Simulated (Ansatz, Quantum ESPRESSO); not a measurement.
Code comparison for NiTeSe (P3m1, 3 atoms in the cell)

Relaxation of cell and atoms.

```xyz
3
Lattice="3.6793 0.0000 0.0000 -1.8396 3.1863 0.0000 0.0000 0.0000 5.1011" Properties=species:S:1:pos:R:3 pbc="T T T"
Ni     0.0000     0.0000     0.0657
Te     1.8396     1.0621     3.8223
Se     0.0000     2.1242     1.2131
```

Shared settings, as Ansatz (a quantum-chemistry and plane-wave program) writes them: kpoints.mp_grid.grid = 7 7 5; scf.occupations.method = fermi_dirac; scf.occupations.width = 0.1 eV. Potentials and cutoffs stand in the table.

```csv
code,model,final volume (Å³/atom),cutoff
Quantum ESPRESSO,"PBEsol, PSlibrary ultrasoft (PBE) pseudopotentials",19.50,50 Ry
Ansatz,"PBEsol, PAW files made with PBE",19.40,420 eV
```

On Ansatz's run: spin-orbit coupling is off. Spin polarisation is off, so a magnetic state, if there is one, cannot be reached.

The spread over the programs that give each value: final volume within 0.10 Å³/atom.

The programs treat the finite-basis stress differently while the cell relaxes: Ansatz adds an estimate of it.

The starting cell comes from a database of computed structures (which also holds hypothetical and non-ambient phases and stackings), without a prior relaxation at this level. Its lattice was rescaled by a random factor within 2.5 % of one.

Keys are those of Ansatz 0.2.
